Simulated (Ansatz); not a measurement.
Results of G0W0@PBEsol in Ansatz (hard PAW, contour deformation) for SnC (model structure, started from the wurtzite type, P6₃mc, No. 186, 4 atoms in the cell).

The same calculation (at the PBEsol cell, 15.900 Å³/atom) with different numerical settings; throughout: response cutoff 100 eV, empty bands 265:

```json
[
 {"run": "1", "k mesh": "6×6×2", "quasiparticle gap on the mesh (eV)": "1.490", "quasiparticle gap at Γ (eV)": "1.490", "rough time": "7 core-min"},
 {"run": "2", "k mesh": "6×6×4", "quasiparticle gap on the mesh (eV)": "1.521", "quasiparticle gap at Γ (eV)": "1.521", "rough time": "20 core-min"},
 {"run": "3", "k mesh": "9×9×4", "quasiparticle gap on the mesh (eV)": "1.534", "quasiparticle gap at Γ (eV)": "1.534", "rough time": "100 core-min"}
]
```

In the column quasiparticle gap on the mesh (eV) the first row differs from the last by -0.044 and the next to last by -0.013.

The last row is no converged limit: other settings stay fixed.

Spin–orbit coupling is not included.

Note: filled d or f shells below the valence bands can shift G0W0 gaps through exchange with them, which wasn't tested here.

A model structure was made by putting elements into a prototype or built by hand; it is no filed structure, need not be a known phase, and can be a saddle point held by its symmetry.

Ansatz is a quantum-chemistry and plane-wave program.
